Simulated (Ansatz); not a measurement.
**Band gap of SnO (model structure, started from the h-BN type, P6₃/mmc, No. 194, 4 atoms in the cell) at several levels of theory**

No measured value is used here.

```tsv
level (code)	value (eV)	cell (Å³/atom)
LDA (Ansatz)	0.32	18.25
PBEsol (Ansatz)	0.33	18.80
PBEsol+SOC (Ansatz)	0.27 (direct)	19.29
r²SCAN (Ansatz)	[?]	19.13
r²SCAN+SOC (Ansatz)	0.49 (direct)	19.29
r²SCAN+rVV10 (Ansatz)	[?]	18.87
```

Fill in the missing entries.


- r²SCAN (Ansatz, a quantum-chemistry and plane-wave program), value (eV): 0.58
- r²SCAN+rVV10 (Ansatz), value (eV): 0.53

Computed values are for a static lattice. Spin–orbit coupling is included only where a level's name says +SOC; with heavier elements it mostly lowers gaps and can invert bands.  PBEsol+SOC, r²SCAN+SOC: the gap is read on the k mesh or supercell of the run alone and can be too large. Values are at the level's own relaxed cell; PBEsol+SOC at the PBE-D3(BJ) cell; r²SCAN+SOC at the PBE-D3(BJ) cell. Cutoffs and k meshes differ between the levels. Ansatz's density-functional and Hartree–Fock values are scalar-relativistic unless marked +SOC, with PAW data made under PBE.

A model structure was made by putting elements into a prototype or built by hand; it is no filed structure, need not be a known phase, and can be a saddle point held by its symmetry.
